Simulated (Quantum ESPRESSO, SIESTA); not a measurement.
A Quantum ESPRESSO input for a relaxation of cell and atoms of CsBr (Pm-3m, 2 atoms in the cell) (DFT, PBE, plane waves, PseudoDojo standard norm-conserving (PBE) pseudopotentials):

```fortran
&control
   calculation = 'vc-relax'
   prefix = 'run'
   outdir = './work'
   pseudo_dir = './'
/
&system
   ibrav = 1
   A = 4.3381640000
   nat = 2
   ntyp = 2
   ecutwfc = 50
   occupations = 'fixed'
   nbnd = 14
/
&electrons
   conv_thr = 1e-8
   mixing_beta = 0.4
/
&ions
/
&cell
/
ATOMIC_SPECIES
Cs   132.9055  Cs.upf
Br    79.9040  Br.upf
ATOMIC_POSITIONS crystal
Cs    0.0000000000    0.0000000000    0.0000000000
Br    0.5000000000    0.5000000000    0.5000000000
K_POINTS automatic
6 6 6  0 0 0
```

Task: Write the same calculation as an input for SIESTA.

Result: This is the input that was run; spellings and numerical settings could be chosen otherwise.

```
# files in the folder: Cs.psml Br.psml (PseudoDojo PBE standard)
SystemName  CsBr
SystemLabel siesta

NumberOfAtoms                2
NumberOfSpecies              2
%block ChemicalSpeciesLabel
  1 55 Cs
  2 35 Br
%endblock ChemicalSpeciesLabel
LatticeConstant              4.338164 Ang
%block LatticeVectors
     1.000000000    0.000000000    0.000000000
     0.000000000    1.000000000    0.000000000
     0.000000000    0.000000000    1.000000000
%endblock LatticeVectors
AtomicCoordinatesFormat      Ang
%block AtomicCoordinatesAndAtomicSpecies
     0.000000000    0.000000000    0.000000000  1
     2.169082000    2.169082000    2.169082000  2
%endblock AtomicCoordinatesAndAtomicSpecies

XC.functional                GGA
XC.authors                   PBE
PAO.BasisSize                DZP
PAO.EnergyShift              0.005 Ry
MeshCutoff                   400 Ry
%block kgrid.MonkhorstPack
    6   0   0  0.0
    0   6   0  0.0
    0   0   6  0.0
%endblock kgrid.MonkhorstPack
OccupationFunction           FD
ElectronicTemperature        10 K

MaxSCFIterations             150
SCF.Mixer.Method             Pulay
SCF.Mixer.Weight             0.25
SCF.Mixer.History            6
SCF.DM.Tolerance             1.0E-04
Diag.ParallelOverK           true
MD.TypeOfRun                 CG
MD.Steps                     40
MD.MaxForceTol               0.02 eV/Ang
MD.VariableCell              true
MD.MaxStressTol              0.05 GPa
WriteForces                  true
```

Basis settings and potentials, where a program has them, do not carry over. This input uses DFT, GGA PBE, numerical atomic orbitals DZP, PseudoDojo PBE standard norm-conserving potentials (rewritten from UPF to PSML).

The starting cell comes from a database of computed structures (which also holds hypothetical and non-ambient phases and stackings), without a prior relaxation at this level. Its lattice was rescaled by a random factor within 2.5 % of one.
